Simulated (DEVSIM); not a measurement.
Device: illuminated Si n-on-p cell, one wavelength, at 300 K.

```tsv
layer (left to right)	material	thickness (μm)	Nd (cm⁻³)	Na (cm⁻³)	τn (s)	τp (s)	absorption coefficient (cm⁻¹)
1	Si	0.640	1.3e19	-	3.4e-8	1.5e-7	57000
2	Si	280	-	2.1e17	7.7e-7	7.7e-7	57000
```

Left contact: ohmic, minority hole recombination velocity 4e5 cm/s. Right contact: ohmic, minority electron recombination velocity 2e5 cm/s. Voltage is applied to the left contact. Recombination: SRH at mid-gap, radiative, Auger. Light enters at the left, 3.1e16 photons cm⁻² s⁻¹, one pass, no reflection. Mobility is constant in doping.

This is a model device: material constants are rounded textbook-type values typed into the input, and sizes, dopings and lifetimes were drawn at random. Values at 300 K.

```
parameter           Si
-------------  -------
gap (eV)         1.124
affinity (eV)     4.05
permittivity      11.7
Nc (cm⁻³)      2.86e19
Nv (cm⁻³)       3.1e19
μn (cm²/Vs)       1417
μp (cm²/Vs)        470
B (cm³/s)      4.7e-15
Cn (cm⁶/s)     2.8e-31
Cp (cm⁶/s)     9.9e-32
```

DEVSIM, 1D drift-diffusion, Boltzmann statistics, complete ionisation; no tunnelling, impact ionisation, image-force lowering or self-heating.

**Question.** Tabulate band edges, carrier densities and field at -0.9 V on the left contact, in the dark.

**Answer.** Energies count from the Fermi level of the right contact; mesh points crowd at the junctions.

| x (μm) | Ec (eV) | Ev (eV) | n (cm⁻³) | p (cm⁻³) | field (V/cm) |
|---|---|---|---|---|---|
| 0.000 | 0.920 | -0.204 | 1.3e19 | 2.0e14 | ≈ 0 |
| 0.04077 | 0.920 | -0.204 | 1.3e19 | 2.2e14 | ≈ 0 |
| 0.1390 | 0.920 | -0.204 | 1.3e19 | 2.9e14 | ≈ 0 |
| 0.3794 | 0.920 | -0.204 | 1.3e19 | 4.4e14 | ≈ 0 |
| 0.5802 | 0.920 | -0.204 | 1.3e19 | 5.7e14 | ≈ 0 |
| 0.6326 | 0.920 | -0.204 | 1.3e19 | 6.1e14 | 740 |
| 0.6640 | 1.068 | -0.056 | 4.3e16 | 1.9e17 | 8700 |
| 0.8007 | 1.075 | -0.049 | 3.3e16 | 2.4e17 | ≈ 0 |
| 1.129 | 1.075 | -0.049 | 3.3e16 | 2.4e17 | ≈ 0 |
| 1.981 | 1.075 | -0.049 | 3.2e16 | 2.4e17 | ≈ 0 |
| 4.403 | 1.075 | -0.049 | 3.1e16 | 2.4e17 | ≈ 0 |
| 14.60 | 1.073 | -0.051 | 2.6e16 | 2.4e17 | ≈ 0 |
| 39.40 | 1.068 | -0.056 | 1.7e16 | 2.3e17 | ≈ 0 |
| 103.9 | 1.052 | -0.072 | 6.7e15 | 2.2e17 | ≈ 0 |
| 230.2 | 1.012 | -0.112 | 1.0e15 | 2.1e17 | ≈ 0 |
| 262.5 | 1.001 | -0.123 | 4.2e14 | 2.1e17 | ≈ 0 |
| 273.8 | 0.997 | -0.127 | 1.9e14 | 2.1e17 | ≈ 0 |
| 278.2 | 0.996 | -0.128 | 9.7e13 | 2.1e17 | ≈ 0 |
| 280.0 | 0.995 | -0.129 | 5.7e13 | 2.1e17 | ≈ 0 |
| 280.4 | 0.995 | -0.129 | 4.8e13 | 2.1e17 | ≈ 0 |
| 280.6 | 0.995 | -0.129 | 4.4e13 | 2.1e17 | ≈ 0 |
| 280.6 | 0.995 | -0.129 | 4.3e13 | 2.1e17 | ≈ 0 |
